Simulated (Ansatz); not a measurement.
GeSiC2 (model structure, started from the AlGaN2 type, P-4m2, No. 115, 4 atoms in the cell) was calculated with LDA in Ansatz (plane waves, PAW).

Run with plane-wave cutoff 520 eV, 10×10×8 k mesh (along the axes of the cell as run), Fermi–Dirac smearing 0.01 eV, scalar-relativistic PAW data made under PBE.

Cell (relaxed at this level):

C$_{2}$GeSi has the tetragonal space group P-4m2 (No. 115), Pearson symbol tP4. Conventional cell: a = 3.134 Å, b = 3.134 Å, c = 4.422 Å, α = 90.00°, β = 90.00°, γ = 90.00°. Ge on 1c has 4 C at 1.952 Å (tetrahedral). Si on 1a is coordinated by 4 C at 1.884 Å (tetrahedral). C on 2g sees 2 Si at 1.884 Å and 2 Ge at 1.952 Å (tetrahedral). (Neighbours: up to the widest gap in distance over summed covalent radii, below 1.35, at either atom.)

### Question
What does this level give for the band gap and bulk modulus B0?

### Answer

band gap: 1.44 eV (on the SCF k mesh)
bulk modulus B0: 213 GPa

Note: the bulk modulus is −V dP/dV from two relaxed cells at ±2 % in volume; the relaxation could raise the start's symmetry but not lower it, so the cell can be a saddle point.

Spin–orbit coupling is not included.

Cost on a shared machine: about 2.5 core-minutes (a rough figure).

A model structure was made by putting elements into a prototype or built by hand; it is no filed structure, need not be a known phase, and can be a saddle point held by its symmetry.

Ansatz is a quantum-chemistry and plane-wave program.
